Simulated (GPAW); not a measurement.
Checking a run of GPAW on NbB₂ (P1, 3 atoms in the cell). The aim is a self-consistent single point with DFT PBEsol, plane waves, GPAW PAW datasets PBEsol (made by gpaw-setup).

Cell that was meant: a = 3.1111 Å, b = 3.1111 Å, c = 3.3452 Å, α = 90.00°, β = 90.00°, γ = 120.00°.

Part of the input:

```python
from gpaw import GPAW, PW

atoms = Atoms(['Nb', 'B', 'B'],
              cell=[[1.646318, 0.000000, 0.000000],
                    [-0.823159, 1.425753, 0.000000],
                    [0.000000, 0.000000, 1.770209]],
              scaled_positions=[[-0.013419, -0.017097, 0.002704],
                                [0.334605, 0.679382, 0.498500],
                                [0.678814, 0.337715, 0.498796]],
              pbc=True)

calc = GPAW(mode=PW(900),
[...]
            nbands=-7,
            convergence={'density': 1e-05, 'energy': 1e-05},
            symmetry={'symmorphic': False, 'tolerance': 0.0005},
            maxiter=60,
            txt='-')

atoms.calc = calc
```

Log, with long lists cut:

```
Input parameters:
  convergence: {density: 1e-05,
                energy: 1e-05}
  kpts: [7 7 5]
  maxiter: 60
   [... lines left out ...]
   2 B      0.839551    0.481498    0.882973    ( 0.0000,  0.0000,  0.0000)

Unit cell:
           periodic     x           y           z      points  spacing
  1. axis:    yes    1.646318    0.000000    0.000000    12     0.1188
  2. axis:    yes   -0.823159    1.425753    0.000000    12     0.1188
  3. axis:    yes    0.000000    0.000000    1.770209    14     0.1264

  Lengths:   1.646318   1.646318   1.770209
  Angles:   90.000000  90.000000 120.000004

Effective grid spacing dv^(1/3) = 0.1273
     iter     time        total  log10-change:
                         energy   eigst   dens
iter:   1 --:--:--   235.891463
iter:   2 --:--:--   237.622767   -0.45  -0.61
iter:   3 --:--:--   239.169932   +0.43  -0.65
iter:   4 --:--:--   239.149601   -1.39  -1.02
iter:   5 --:--:--   234.186434   -1.14  -1.02
   [... 10 lines left out ...]
iter:  16 --:--:--   235.443928   -5.28  -3.04
iter:  17 --:--:--   235.444016   -5.94  -3.08
iter:  18 --:--:--   235.444125   -5.89  -3.12
iter:  19 --:--:--   235.444281   -4.82  -3.17
iter:  20 --:--:--   235.444231c  -6.28  -3.32
iter:  21 --:--:--   235.444080   -5.84  -3.36
iter:  22 --:--:--   235.444103c  -5.45  -3.43
iter:  23 --:--:--   235.444099c  -6.04  -3.99
iter:  24 --:--:--   235.444099c  -7.60c -4.78
iter:  25 --:--:--   235.444099c  -8.53c -5.07c
Converged after 25 iterations.

Dipole moment: (0.073696, 0.222108, -0.044375) |e|*Ang

Energy contributions relative to reference atoms: (reference = -105180.326690)

Kinetic:       +1485.048364
Potential:     -1038.073153
External:        +0.000000
XC:            -188.089679
Entropy (-ST):   +0.000682
Local:          -23.441888
SIC:             +0.000000
--------------------------
Free energy:   +235.444326
Extrapolated:  +235.444099

Showing only first 2 kpts
 Kpt  Band  Eigenvalues  Occupancy
  0     7     79.53652   -0.00000
  0     8     83.08900    0.00000
  0     9     84.42631    0.00000
  0    10     84.86993    0.00000

  1     7     69.99819    2.00000
  1     8     70.98717    2.00000
  1     9     74.01475    2.00000
  1    10     77.61585    2.06621

   [... lines left out ...]
Fermi level: 77.80093
No gap
   [... lines left out ...]
Energy (eV): 235.444099

Forces in eV/Ang:
  0 Nb    3.01645    9.89589   -5.72616
  1 B     8.84928   -9.76872    2.88438
  2 B   -11.86566   -0.12752    2.84179

Stress tensor:
  -104.316577    -0.591580     0.021780
    -0.591580  -104.660690     0.041368
     0.021780     0.041368   -99.049558
Stress (GPa, Voigt): [-1.67133582e+04 -1.67684910e+04 -1.58694886e+04  6.62780000e+00
  3.48950000e+00 -9.47815000e+01]
```

Task: Is this run sound? If not, what is wrong?

Result: The run is not sound. The fault is this: cell numbers converted the wrong way (times 0.529). Bohr and ångström differ by a factor of 1.89; the cell that the program reads is then far too large or far too small. To fix it, give the lengths in the unit that the key or card expects. The run converged in 25 iterations without an error; against the sound input the free energy goes up by 87.7 eV/atom and the largest force goes from 0.820 to 13.49 eV/Å.

The sound input it was made from differs as follows (other fixes are possible):
```diff
-              cell=[[1.646318, 0.000000, 0.000000],
-                    [-0.823159, 1.425753, 0.000000],
-                    [0.000000, 0.000000, 1.770209]],
-              scaled_positions=[[-0.013419, -0.017097, 0.002704],
-                                [0.334605, 0.679382, 0.498500],
-                                [0.678814, 0.337715, 0.498796]],
+              cell=[[3.111090, 0.000000, 0.000000],
+                    [-1.555545, 2.694283, 0.000000],
+                    [0.000000, 0.000000, 3.345210]],
+              positions=[[-0.015153, -0.046064, 0.009045],
+                         [-0.015823, 1.830447, 1.667587],
+                         [1.586521, 0.909900, 1.668577]],
-            maxiter=60,
+            maxiter=150,
```

With that input, the run converged in 20 iterations: free energy E − TS (from the program's reference atoms) -27.5992 eV; Fermi level (on the code's own zero) 13.65 eV; largest force (vector length) 0.820 eV/Å (DFT PBEsol, plane waves, GPAW PAW datasets PBEsol (made by gpaw-setup)).

On the sound input: the starting cell comes from a database of computed structures (which also holds hypothetical and non-ambient phases and stackings), without a prior relaxation at this level. Its atoms were displaced at random from the sites of space group no. 191. Spin polarisation is off. Without a gap this mesh is coarse (it stands for a supercell whose shortest vector is 17 Å).
